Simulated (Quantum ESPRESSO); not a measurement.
# Habitual settings against a tight run: SrIn₂Pd (Cmcm, 8 atoms in the cell)

Self-consistent single point.

```
SrIn2Pd
1.0
    2.28917    -5.48982     0.00000
    2.28917     5.48982     0.00000
    0.00000     0.00000     8.02344
Sr In Pd
2 4 2
Direct
  0.94054   0.05946   0.25000
  0.05946   0.94054   0.75000
  0.65434   0.34566   0.44555
  0.34566   0.65434   0.55445
  0.34566   0.65434   0.94555
  0.65434   0.34566   0.05445
  0.21968   0.78032   0.25000
  0.78032   0.21968   0.75000
```

Level of theory: PBEsol, GBRV 1.5 ultrasoft (PBESOL) pseudopotentials (plane waves; Quantum ESPRESSO).

Base settings: ecutwfc = 40 Ry; ecutrho = 320 Ry; occupations = smearing; smearing = cold; degauss = 0.0147 Ry; K_POINTS = automatic 5 5 3 1 1 1; conv_thr = 1e-10 Ry.

Tight run (finer mesh or higher cutoff; not a proven limit): ecutwfc: 40 Ry → 56 Ry; ecutrho: 320 Ry → 448 Ry; conv_thr: 1e-10 Ry → 7.3e-11 Ry; K_POINTS: automatic 5 5 3 1 1 1 → automatic 7 7 5 1 1 1. It gave Fermi level (on the code's own zero) 10.87 eV; pressure -3.05 GPa; largest force (vector length) 0.074 eV/Å.

Quick runs, as changes from the base:
- A: the base itself
- B: ecutwfc: 40 Ry → 20 Ry; ecutrho: 320 Ry → 160 Ry; conv_thr: 1e-10 Ry → 7.3e-06 Ry; K_POINTS: automatic 5 5 3 1 1 1 → automatic 4 4 4 1 1 1
- C: ecutwfc: 40 Ry → 20 Ry; ecutrho: 320 Ry → 160 Ry; K_POINTS: automatic 5 5 3 1 1 1 → automatic 2 2 2 1 1 1
- D: ecutwfc: 40 Ry → 32 Ry; ecutrho: 320 Ry → 256 Ry; smearing: cold → gauss; degauss: 0.0147 Ry → 0.019992 Ry; K_POINTS: automatic 5 5 3 1 1 1 → automatic 6 6 6 1 1 1

Energies are extrapolated to zero smearing width, which holds to low order in the width alone (under cold and Methfessel-Paxton smearing the free energy itself is taken).

Dashes: pressure of B, not trusted under this conv_thr with d or f elements.

The count of work is k-points × plane waves × bands × iterations; it is no time. Core times come from one kind of shared machine and are given to one figure; runs under 30 s give none.

The starting cell comes from a database of computed structures (which also holds hypothetical and non-ambient phases and stackings), without a prior relaxation at this level. Its lattice was rescaled by a random factor within 2.5 % of one. Spin polarisation is off. In the base run, with a pressure of about -3 GPa the cell is away from its equilibrium volume at this level.

| run | energy less tight (meV/atom) | pressure less tight (GPa) | largest miss in a force vector (eV/Å) | count of work / tight | core time / tight (rough) |
|---|---|---|---|---|---|
| A | 27.0 | -0.44 | 0.028 | 0.23 | 0.2 |
| B | 9483.4 | – | 0.077 | 0.036 | 0.04 |
| C | 9523.1 | -268.38 | 0.249 | 0.0089 | 0.03 |
| D | 75.2 | -3.45 | 0.045 | 0.30 | 0.3 |

Among the runs at the tight run's level, the energy misses run from 27.0 to 9523.1 meV/atom.

Left out of this page: 2 runs of the series outside the window shown, repeating another row's setting, or not comparable.
